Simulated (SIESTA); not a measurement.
# Input and output of a self-consistent single point for LaCO (C2/m, 6 atoms in the cell) (SIESTA)

Method of the run: GGA PBEsol, numerical atomic orbitals DZP, PseudoDojo PBEsol standard norm-conserving potentials (rewritten from UPF to PSML) run with SIESTA 5.4.2.

This input was run:

```
# files in the folder: La.psml C.psml O.psml (PseudoDojo PBEsol standard)
SystemName  LaCO
SystemLabel siesta

NumberOfAtoms                6
NumberOfSpecies              3
%block ChemicalSpeciesLabel
  1 57 La
  2 6 C
  3 8 O
%endblock ChemicalSpeciesLabel
LatticeConstant              1.0 Ang
%block LatticeVectors
     3.545570000   -2.005575000    0.000000000
     3.545570000    2.005575000    0.000000000
    -0.680263000    0.000000000    7.335796000
%endblock LatticeVectors
AtomicCoordinatesFormat      Fractional
%block AtomicCoordinatesAndAtomicSpecies
     0.316430000    0.316430000    0.292450000  1
     0.683570000    0.683570000    0.707550000  1
     0.039250000    0.039250000    0.926680000  2
     0.960750000    0.960750000    0.073320000  2
     0.652650000    0.652650000    0.379300000  3
     0.347350000    0.347350000    0.620700000  3
%endblock AtomicCoordinatesAndAtomicSpecies

XC.functional                GGA
XC.authors                   PBEsol
PAO.BasisSize                DZP
PAO.EnergyShift              0.01 Ry
MeshCutoff                   300 Ry
%block kgrid.MonkhorstPack
    7   0   0  0.0
    0   7   0  0.0
    0   0   4  0.0
%endblock kgrid.MonkhorstPack
OccupationFunction           FD
ElectronicTemperature        580.23 K

MaxSCFIterations             150
SCF.Mixer.Method             Broyden
SCF.Mixer.Weight             0.1
SCF.Mixer.History            6
SCF.DM.Tolerance             1.0E-04
Diag.ParallelOverK           true
WriteForces                  true
```

Log, with long lists cut:

```
reinit: Reading from file input.fdf

reinit: System Name: LaCO
reinit: System Label: siesta

coor:   Atomic-coordinates input format  =     Fractional

siesta: Atomic coordinates (Bohr) and species
siesta:      3.86431   0.00000   4.05413  1        1
siesta:      8.25049   0.00000   9.80851  1        2
siesta:     -0.66529   0.00000  12.84624  2        3
siesta:     12.78010   0.00000   1.01641  2        4
siesta:      8.25812   0.00000   5.25810  3        5
siesta:      3.85668   0.00000   8.60454  3        6

siesta: System type = bulk

initatomlists: Number of atoms, orbitals, and projectors:      6    90   106

siesta: ******************** Simulation parameters ****************************
redata: Spin configuration                          = none
redata: Time-Reversal Symmetry                      = T
redata: Number of Atomic Species                    =        3
redata: Mesh Cutoff                                 =   300.0000 Ry
redata: Net charge of the system                    =     0.0000 |e|
redata: Min. number of SCF Iter                     =        0
redata: Max. number of SCF Iter                     =      150
redata: SCF convergence failure will abort job
redata: SCF mix quantity                            = Hamiltonian
redata: Mix DM or H after convergence               =   F
redata: Recompute H after scf cycle                 =   F
redata: Mix DM in first SCF step                    =   T
redata: No kicks to SCF
redata: DM Mixing Weight for Kicks                  =     0.5000
redata: Require Harris convergence for SCF          =   F
redata: Harris energy tolerance for SCF             =     0.000100 eV
redata: Require DM convergence for SCF              =   T
redata: DM tolerance for SCF                        =     0.000100
redata: Require EDM convergence for SCF             =   F
redata: EDM tolerance for SCF                       =     0.001000 eV
redata: Require H convergence for SCF               =   T
redata: Hamiltonian tolerance for SCF               =     0.001000 eV
redata: Require (free) Energy convergence for SCF   =   F
redata: (free) Energy tolerance for SCF             =     0.000100 eV
redata: Using DFT-D3 dispersion                     =   F
redata: Using Saved Data (generic)                  =   F
redata: Method of Calculation                       = Diagonalization
redata: Electronic Temperature                      =   580.2300 K
redata: Number of TDED substeps                     =        3
redata: Dynamics option                             = Single-point calculation
redata: Save all siesta data in one NC              =   F
redata: ***********************************************************************

%block SCF.Mixers
  Broyden
%endblock SCF.Mixers

%block SCF.Mixer.Broyden
  # Mixing method
  method broyden

  # Mixing options
  weight 0.1000
  weight.linear 0.1000
  weight.prime 0.1000
  history 6
%endblock SCF.Mixer.Broyden

DM_history_depth set to one: no extrapolation allowed by default for geometry relaxation
Size of DM history Fstack: 1
Total number of electrons:    42.000000
Total ionic charge:    42.000000

* ProcessorY, Blocksize:    1  64

* Orbital distribution balance (max,min):    90    90

k-point displ. along   3 input, could be:     0.00    0.50
 Kpoints in:          112 . Kpoints trimmed:          102

siesta: k-grid: Number of k-points = 102
siesta: k-points from Monkhorst-Pack grid
siesta: k-cutoff (effective) =    14.039 Ang
siesta: k-point supercell and displacements
siesta: k-grid:     7     0     0      0.000
siesta: k-grid:     0     7     0      0.000
siesta: k-grid:     0     0     4      0.000

diag: Algorithm                                     = D&C
diag: Parallel over k                               =   F
diag: Use parallel 2D distribution                  =   F
diag: Parallel block-size                           = 64
diag: Parallel distribution                         =     1 x     1
diag: Used triangular part                          = Lower
diag: Absolute tolerance                            =  0.100E-15
diag: Orthogonalization factor                      =  0.100E-05
diag: Memory factor                                 =  1.0000

superc: Internal auxiliary supercell:     7 x     7 x     3  =     147
superc: Number of atoms, orbitals, and projectors:    882  13230  15582

                        Single-point calculation

superc: Internal auxiliary supercell:     7 x     7 x     3  =     147
superc: Number of atoms, orbitals, and projectors:    882  13230  15582

outcell: Unit cell vectors (Ang):
        3.545570   -2.005575    0.000000
        3.545570    2.005575    0.000000
       -0.680263    0.000000    7.335796

outcell: Cell vector modules (Ang)   :    4.073499    4.073499    7.367270
outcell: Cell angles (23,13,12) (deg):     94.6098     94.6098     58.9899
outcell: Cell volume (Ang**3)        :    104.3283
new_DM -- step:     1
Initializing Density Matrix...

Attempting to read DM from file... Failed...
DM filled with atomic data:

InitMesh: MESH = 40 x 40 x 80 = 128000
InitMesh: Mesh cutoff (required, used) =   300.000   328.691 Ry

stepf: Fermi-Dirac step function

        iscf     Eharris(eV)        E_KS(eV)     FreeEng(eV)     dDmax    Ef(eV) dHmax(eV)
   scf:    1    -3122.886384    -3131.460471    -3131.460471  1.778940 -6.154922 10.311293
   scf:    2    -3137.681276    -3134.782057    -3134.782057  0.054188 -6.463442  6.760262
   scf:    3    -3138.614306    -3137.915412    -3137.915412  0.096949 -5.180868  1.815271
   scf:    4    -3135.838748    -3137.363886    -3137.363886  0.065699 -5.360352  4.201863
   scf:    5    -3138.126818    -3137.776717    -3137.776717  0.016437 -5.409788  2.791292
   scf:    6    -3138.201942    -3138.018837    -3138.018837  0.012543 -5.473282  1.423427
   scf:    7    -3138.133868    -3138.109687    -3138.109687  0.024247 -5.616584  0.042718
   scf:    8    -3138.109362    -3138.109752    -3138.109752  0.003279 -5.624803  0.112736
   scf:    9    -3138.110509    -3138.110371    -3138.110371  0.003943 -5.642621  0.013586
   scf:   10    -3138.110355    -3138.110376    -3138.110376  0.000378 -5.638664  0.018578
   scf:   11    -3138.110393    -3138.110391    -3138.110391  0.000479 -5.633580  0.004229
   scf:   12    -3138.110393    -3138.110392    -3138.110392  0.000073 -5.632678  0.000718

SCF Convergence by DM+H criterion
max |DM_out - DM_in|         :     0.0000732471
max |H_out - H_in|      (eV) :     0.0007177948
SCF cycle converged after 12 iterations

Using DM_out to compute the final energy and forces

siesta: E_KS(eV) =            -3138.1104

siesta: E_KS - E_eggbox =     -3138.1104

siesta: Atomic forces (eV/Ang):
     1   -0.042314    0.000000   -0.099511
     2    0.042314    0.000000    0.099511
     3    1.201607    0.000000   -1.902965
     4   -1.201607    0.000000    1.902965
     5    0.019687   -0.000000   -0.000481
     6   -0.019687    0.000000    0.000481
   Tot    0.000000    0.000000    0.000000
   Max    1.902965
   Res    0.751089    sqrt( Sum f_i^2 / 3N )
   Max    1.902965    constrained

Stress tensor Voigt[x,y,z,yz,xz,xy] (kbar):        5.98       16.39      -11.89        0.00       22.42        0.00
(Free)E + p*V (eV/cell)    -3138.3377
Target enthalpy (eV/cell)    -3138.1104

siesta: Program's energy decomposition (eV):
siesta: Ebs     =      -724.030890
siesta: Eions   =      4640.744619
siesta: Ena     =       953.515035
siesta: Ekin    =      1248.286145
siesta: Enl     =        75.197955
siesta: Eso     =         0.000000
siesta: Edftu   =         0.000000
siesta: DEna    =        13.454725
siesta: DUscf   =         2.511480
siesta: DUext   =         0.000000
siesta: Ex      =      -722.232971
siesta: Ec      =       -68.098142
siesta: Exc     =      -790.331113
siesta: Eharris =     -3138.110393
siesta: Etot    =     -3138.110392
siesta: FreeEng =     -3138.110392

siesta: Atomic forces (eV/Ang):
siesta:      1   -0.042314    0.000000   -0.099511
siesta:      2    0.042314    0.000000    0.099511
siesta:      3    1.201607    0.000000   -1.902965
siesta:      4   -1.201607    0.000000    1.902965
siesta:      5    0.019687   -0.000000   -0.000481
siesta:      6   -0.019687    0.000000    0.000481
siesta: ----------------------------------------
siesta:    Tot    0.000000    0.000000    0.000000

siesta: Stress tensor (static) (eV/Ang**3):
siesta:     0.003735    0.000000    0.013992
siesta:     0.000000    0.010227    0.000000
siesta:     0.013994    0.000000   -0.007424

siesta: Cell volume =        104.328320 Ang**3

siesta: Pressure (static):
siesta:                Solid            Molecule  Units
siesta:          -0.00002373          0.00067273  Ry/Bohr**3
siesta:          -0.00217914          0.06176706  eV/Ang**3
siesta:          -3.49136343         98.96174090  kBar
```

The run converged in 12 iterations.

The starting cell comes from a database of computed structures (which also holds hypothetical and non-ambient phases and stackings), without a prior relaxation at this level. Values carry the incompleteness of an atom-centred basis. Forces in this geometry exceed 1 eV/Å.

Cost on one core of a shared machine: roughly 60 s.
